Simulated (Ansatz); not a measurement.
System: HfV2 (Fd-3m, No. 227). Method: r²SCAN in Ansatz (PAW).

Run with plane-wave cutoff 560 eV, 14×14×14 k mesh, Fermi–Dirac smearing 0.05 eV, spin-polarised with parallel moments, scalar-relativistic PAW data made under PBE.

Computed at the level's own relaxed cell.

Question: Estimate the equilibrium lattice constant a and bulk modulus that the calculation returns.

Answer: 
- equilibrium lattice constant a: 7.381 Å
- bulk modulus: 131 GPa

The run finds no gap.

Note: the magnetic order was assumed, not searched for or taken from measurement; the relaxation could not lower the start's symmetry, so the cell can be a saddle point above a distorted one; the bulk modulus is −V dP/dV from two relaxed cells at ±2 % in volume.

Spin–orbit coupling is not included.

Static lattice: no zero-point or thermal effects.

Ansatz is a program for electronic structure.
